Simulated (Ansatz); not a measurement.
HfSeS (P3m1, No. 156, 3 atoms in the cell; start mp-1224282), treated with PBEsol (PAW; Ansatz, a program for electronic structure).

Settings: plane-wave cutoff 520 eV, 12×12×6 k mesh (along the axes of the cell as run), Fermi–Dirac smearing 0.01 eV, scalar-relativistic PAW data made under PBE.

Cell (relaxed at this level):

```cif
data_HfSSe
_chemical_formula_sum 'Hf1 Se1 S1'
_space_group_name_H-M_alt 'P 1'
_space_group_IT_number 1
_cell_length_a 3.64789
_cell_length_b 3.64789
_cell_length_c 6.08740
_cell_angle_alpha 90.000
_cell_angle_beta 90.000
_cell_angle_gamma 120.000
loop_
_space_group_symop_operation_xyz
  'x, y, z'
loop_
_atom_site_label
_atom_site_type_symbol
_atom_site_fract_x
_atom_site_fract_y
_atom_site_fract_z
_atom_site_occupancy
Hf1 Hf 0.00000 0.00000 0.98748 1
Se1 Se 0.33333 0.66667 0.25448 1
S1 S 0.66667 0.33333 0.75803 1
```

Q: Give the computed band gap and smallest direct gap on the k points sampled.

A: 
band gap: 0.46 eV
smallest direct gap on the k points sampled: 1.50 eV

Note: the cell has widely spaced layers and the level no dispersion term, so their spacing and the moduli can rest on weak binding.

Spin–orbit coupling is not included.

Static lattice: no zero-point or thermal effects.

Cost on a shared machine: very roughly 40 core-seconds.

A start named mp-… is a Materials Project structure, which need not be a measured phase.
